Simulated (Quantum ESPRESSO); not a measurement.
# Quick settings and what they miss: NaAg₃ (I4/mmm, 4 atoms in the cell)

Self-consistent single point.

```
NaAg3
1.0
   -2.12286     2.12286     4.30125
    2.12286    -2.12286     4.30125
    2.12286     2.12286    -4.30125
Na Ag
1 3
Direct
  0.00000   0.00000   0.00000
  0.75000   0.25000   0.50000
  0.25000   0.75000   0.50000
  0.50000   0.50000   0.00000
```

Method of the run: PBEsol, GBRV 1.5 ultrasoft (PBESOL) pseudopotentials (plane waves; Quantum ESPRESSO).

Base settings: ecutwfc = 40 Ry; ecutrho = 320 Ry; occupations = smearing; smearing = fd; degauss = 0.0099958 Ry; potentials = {Na: na_pbesol_v1.5.uspp.F.UPF, Ag: ag_pbesol_v1.4.uspp.F.UPF}; K_POINTS = automatic 7 7 7 0 0 0; conv_thr = 1e-09 Ry; mixing_beta = 0.4.

Tight run (finer mesh or higher cutoff; not a proven limit): ecutwfc: 40 Ry → 56 Ry; ecutrho: 320 Ry → 448 Ry; conv_thr: 1e-09 Ry → 7.3e-11 Ry; K_POINTS: automatic 7 7 7 0 0 0 → automatic 10 10 10 0 0 0. It gave Fermi level (on the code's own zero) 12.01 eV; pressure -4.97 GPa.

Quick runs, as changes from the base:
- A: the base itself
- B: ecutwfc: 40 Ry → 20 Ry; ecutrho: 320 Ry → 160 Ry; smearing: fd → mp; conv_thr: 1e-09 Ry → 7.3e-05 Ry; K_POINTS: automatic 7 7 7 0 0 0 → automatic 4 4 4 0 0 0
- C: ecutwfc: 40 Ry → 28 Ry; ecutrho: 320 Ry → 224 Ry; pseudopotentials: {Na: na_pbesol_v1.5.uspp.F.UPF, Ag: ag_pbesol_v1.4.uspp.F.UPF} → {Na: na_lda_v1.5.uspp.F.UPF, Ag: ag_lda_v1.4.uspp.F.UPF}; K_POINTS: automatic 7 7 7 0 0 0 → automatic 4 4 4 1 1 1 [LDA (PZ)]
- D: ecutwfc: 40 Ry → 32 Ry; ecutrho: 320 Ry → 256 Ry; K_POINTS: automatic 7 7 7 0 0 0 → automatic 2 2 2 1 1 1
- E: smearing: fd → gauss; K_POINTS: automatic 7 7 7 0 0 0 → automatic 4 4 4 0 0 0
- F: ecutwfc: 40 Ry → 24 Ry; ecutrho: 320 Ry → 192 Ry; smearing: fd → gauss; degauss: 0.0099958 Ry → 0.036749 Ry; pseudopotentials: {Na: na_pbesol_v1.5.uspp.F.UPF, Ag: ag_pbesol_v1.4.uspp.F.UPF} → {Na: na_lda_v1.5.uspp.F.UPF, Ag: ag_lda_v1.4.uspp.F.UPF}; K_POINTS: automatic 7 7 7 0 0 0 → automatic 3 3 3 0 0 0 [LDA (PZ)]

Energies are extrapolated to zero smearing width, which holds to low order in the width alone (under cold and Methfessel-Paxton smearing the free energy itself is taken).

Dashes: pressure of B, not trusted under this conv_thr with d or f elements; time of B, C, D, F, under 30 s; energy of C, F, another energy zero.

† marks runs with another functional, U, potentials or spin treatment: their distance from the tight run is not a convergence error alone.

The count of work is k-points × plane waves × bands × iterations; it is no time. Core times come from one kind of shared machine and are given to one figure; runs under 30 s give none.

The starting cell comes from a database of computed structures (which also holds hypothetical and non-ambient phases and stackings), without a prior relaxation at this level. Its lattice was rescaled by a random factor within 2.5 % of one. In the base run, with a pressure of about -6 GPa the cell is away from its equilibrium volume at this level.

```csv
run,energy less tight (meV/atom),pressure less tight (GPa),count of work / tight,core time / tight (rough)
A,33.0,-0.90,0.20,0.2
B,11044.8,–,0.016,–
C†,–,-27.94,0.032,–
D,226.7,-0.74,0.011,–
E,42.1,-0.96,0.064,0.07
F†,–,-130.12,0.015,–
```

Among the runs at the tight run's level, the energy misses run from 33.0 to 11044.8 meV/atom.
